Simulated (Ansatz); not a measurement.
Worked calculations on one periodic cell of amorphous Si$_{24}$O$_{51}$Y$_{2}$: Si24O51Y2, 77 atoms, volume 1128.1 Å³, made by a melt-quench on the CHGNet potential and relaxed with DFT. O atoms were pushed apart under 1.9 Å during the dynamics, to hinder bonds among them. It is a model cell: composition and starting density were chosen by hand, and all elements were melted together. Cycles of charging were run to anneal it. Calculation: PBE, scalar-relativistic without spin-orbit coupling (plane waves to 420 eV, PAW; Ansatz, an electronic-structure program). Sampling: a 2×2×2 Γ-centred mesh; Fermi-Dirac width 0.02 eV; no spin polarisation. Its volume was relaxed, its shape was free, and it stands at a mean pressure of 0.0 GPa with stress components up to 0.0 GPa; the relaxation ran on the zone centre alone. Its density went from a set 2.38 to 2.45 g/cm³. The cell is small and was quenched far faster than a real film, so it is one sample of the glass.

Count formal charges (Si +4, O -2, Y +3). What does the count lead one to expect at the Fermi level, and what does the calculation give?

24 × (+4) + 51 × (-2) + 2 × (+3) = 0. The charges balance, so the anion-derived valence states can be full and a gap can open. On this mesh the highest filled and lowest empty level lie 4.20 eV apart; localised defect or tail levels set that (at the zone centre the more localised edge state sits most on one O atom with neighbours Si 1.59 Å, Y 2.10 Å), and the nearest spread-out levels lie 4.9 eV apart.

Four energies for an added electron at PBE on the zone centre alone (charged cells in a uniform background, spin-polarised): neutral at the neutral geometry -51981.432 eV; charged at the neutral geometry -51974.875 eV; charged and relaxed -51975.139 eV; neutral at the charged geometry -51980.894 eV.

Find the two relaxation energies and their sum, the reorganisation energy.

On charging: -51974.875 − (-51975.139) = 0.264 eV. On discharging: -51980.894 − (-51981.432) = 0.538 eV. The sum is 0.802 eV. The carrier's level spreads over 7 of the 77 atoms' worth, so it counts as partly localised, most on one Y atom with neighbours O 2.04 Å, O 2.25 Å, O 2.28 Å, O 2.40 Å, O 2.41 Å (neutral geometry). The values are uncorrected: the image energy of a point charge in this cell, 2.84 × 14.40 / (2 × 10.4) = 2.0 eV before screening, is screened by electrons alone at the fixed geometry and by ions too after relaxing, and the carrier can be spread before it relaxes, so each term can be off by up to that value times 1/ε∞, some tenths of an eV. PBE's self-interaction favours spread-out carriers, so a hybrid can localise more.

Four energies for a hole at PBE on the zone centre alone (charged cells in a uniform background, spin-polarised): neutral at the neutral geometry -51981.432 eV; charged at the neutral geometry -51983.409 eV; charged and relaxed -51983.626 eV; neutral at the charged geometry -51980.960 eV.

Find the two relaxation energies and their sum, the reorganisation energy.

On charging: -51983.409 − (-51983.626) = 0.217 eV. On discharging: -51980.960 − (-51981.432) = 0.472 eV. The sum is 0.689 eV. The carrier's level spreads over 4 of the 77 atoms' worth, so it counts as localised, most on one O atom with neighbours Si 1.59 Å, Y 2.10 Å (neutral geometry). The values are uncorrected: the image energy of a point charge in this cell, 2.84 × 14.40 / (2 × 10.4) = 2.0 eV before screening, is screened by electrons alone at the fixed geometry and by ions too after relaxing, and the carrier can be spread before it relaxes, so each term can be off by up to that value times 1/ε∞, some tenths of an eV. PBE's self-interaction favours spread-out carriers, so a hybrid can localise more.
